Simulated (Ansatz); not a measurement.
WTe2 (space group P4_2/mnm, No. 136; a hypothetical phase, not in the database extracts checked)

```yaml
crystal:
  lattice:
    - [6.59630, 0.00000, 0.00000]
    - [0.00000, 6.59630, 0.00000]
    - [0.00000, 0.00000, 3.57721]
  atoms:
    - { symbol: W, position: [0.50000, 0.50000, 0.50000] }
    - { symbol: W, position: [0.00000, 0.00000, 0.00000] }
    - { symbol: Te, position: [0.78498, 0.78498, 0.50000] }
    - { symbol: Te, position: [0.28498, 0.71502, 0.00000] }
    - { symbol: Te, position: [0.71502, 0.28498, 0.00000] }
    - { symbol: Te, position: [0.21502, 0.21502, 0.50000] }
```

All numbers come from PBEsol/PAW in Ansatz (a first-principles code), no SOC. k-mesh 7×7×13 (Γ-centred); smearing 0.05 eV (Fermi–Dirac).

- Volume per atom = 25.94 Å³
- Density = 9.37 g/cm³
- Band gap = zero
- Total energy = -8019.538 eV/atom (σ→0; compares only within this code and set-up)

Stability against distortions was not tested. The final runs are not spin-polarised. WTe2 has a high density of states at the Fermi level and may be magnetic at this level.
